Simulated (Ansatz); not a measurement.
Relaxation of the outer planes of the (100) surface of rock-salt SnTe in its 1x1 cell (cut with top plane Sn + Te, bottom plane Sn + Te), outermost plane spacing 3.20 Å in the ideal cut.

The numbers are results of PBE (plane waves to 420 eV, PAW; Ansatz, a first-principles code), not measurements.

Set-up: 10 atoms, Sn5Te5, 12.8 Å thick at the start; mesh 6x6x1; 0.025 eV smearing; dipole correction on; all atoms relaxed; start symmetry kept, larger cells not searched; no spin, no spin-orbit, no U.

```json
[
 {"plane": "1", "atoms": "Te + Sn", "bulk spacing to the next (Å)": "3.205", "relaxed spacing (Å)": "(withheld)", "change (%)": "(withheld)", "rumpling (Å)": "(withheld)"}
]
```

**Question.** Fill in the missing entries.

**Answer.** 
- 1, relaxed spacing (Å): 3.035
- 1, change (%): -5.3
- 1, rumpling (Å): 0.15 (Te outermost)
